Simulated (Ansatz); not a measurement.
**The (117) surface of germanium, 3 pairs of surface atoms bonded, H on every dangling bond (bottom of the slab: built like the top, H on every dangling bond, free)**

Calculation: r2SCAN, at the PBE geometry (plane waves to 500 eV, PAW; Ansatz, an electronic-structure program).

Set-up: 68 atoms, 13.1 Å thick at the start with caps and adatoms (thin: gaps and levels are the slab's own); mesh 4x2x1; 0.025 eV smearing; dipole correction on; single point; on the structure that PBE left under its start's symmetry; no spin, no spin-orbit, no U.

```json
{
 "gap_of_the_slab_on_its_k_mesh": "1.25 eV",
 "highest_filled_level_below_the_top_vacuum_level": "5.00 eV",
 "cost": "around 50 core-minutes (rough)"
}
```
